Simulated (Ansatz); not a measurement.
## Habitual settings against a tight run: Y2Al3Si2 (C2/m, 7 atoms in the cell)

Self-consistent single point.

```
Y2Al3Si2
1.0
    5.07382    -2.01843     0.00000
    5.07382     2.01843     0.00000
   -1.27661     0.00000     6.47667
Y Al Si
2 3 2
Direct
  0.37987   0.37987   0.67786
  0.62013   0.62013   0.32214
  0.69441   0.69441   0.86815
  0.30559   0.30559   0.13185
  0.00000   0.00000   0.00000
  0.90813   0.90813   0.35849
  0.09187   0.09187   0.64151
```

Computed with PBEsol, harder PAW files (source: ansatz) made with PBE (plane waves; Ansatz, a first-principles code).

Base settings: basis.ecutwfc = 66.1 Ry; kpoints.mp_grid.grid = 7 7 4; hamiltonian.xc = pbesol; hamiltonian.pseudopotentials = {kind: paw, source: ansatz}; scf.occupations.method = gaussian; scf.occupations.width = 0.0073 Ry.

Tight run (finer mesh or higher cutoff; not a proven limit): basis.ecutwfc: 66.1 Ry → 92.6 Ry; kpoints.mp_grid.grid: 7 7 4 → 10 10 6; scf.convergence.dr2_threshold: default (1e-07 eV) → 1e-09 eV. It gave Fermi level (on the code's own zero) 10.59 eV; pressure -1.38 GPa; largest force (vector length) 0.085 eV/Å.

Quick runs, as changes from the base:
- A: the base itself
- B: basis.ecutwfc: 66.1 Ry → 39.7 Ry; kpoints.mp_grid.grid: 7 7 4 → 1 1 1
- C: basis.ecutwfc: 66.1 Ry → 33.1 Ry; kpoints.mp_grid.grid: 7 7 4 → 8 8 8
- D: basis.ecutwfc: 66.1 Ry → 33.1 Ry; kpoints.mp_grid.grid: 7 7 4 → 2 2 2; kpoints.mp_grid.shift: default → 0.5 0.5 0.5
- E: kpoints.mp_grid.grid: 7 7 4 → 4 4 4; kpoints.mp_grid.shift: default → 0.5 0.5 0.5
- F: basis.ecutwfc: 66.1 Ry → 46.3 Ry; kpoints.mp_grid.grid: 7 7 4 → 8 8 8; hamiltonian.xc: pbesol → lda; kpoints.mp_grid.shift: default → 0.5 0.5 0.5 [LDA (PW92)]

Energies are extrapolated to zero smearing width, which holds to low order in the width alone.

Dashes: energy of F, another energy zero.

† marks runs with another functional, U, potentials or spin treatment: their distance from the tight run is not a convergence error alone.

The count of work is k-points × plane waves × bands × iterations; it is no time. 

Pressures in the table are Ansatz's without its Pulay estimate, at a fixed set of plane waves; the tight run's value above holds the estimate.

The starting cell comes from a database of computed structures (which also holds hypothetical and non-ambient phases and stackings), without a prior relaxation at this level. Its lattice was rescaled by a random factor within 2.5 % of one. The cutoff lies below the one recommended for these files.

```
run  energy less tight (meV/atom)  pressure less tight (GPa)  largest miss in a force vector (eV/Å)  count of work / tight
---  ----------------------------  -------------------------  -------------------------------------  ---------------------
A                             0.0                      -0.02                                  0.030                   0.16
B                          1112.4                      -0.99                                  1.809                 0.0018
C                           642.0                     -33.16                                  0.008                   0.14
D                           757.9                     -32.74                                  0.425                 0.0029
E                             5.3                       0.11                                  0.089                  0.054
F†                              –                      -3.21                                  0.043                   0.23
```

Among the runs at the tight run's level, the energy misses run from 0.0 to 1112.4 meV/atom.

Keys are those of Ansatz 0.2.
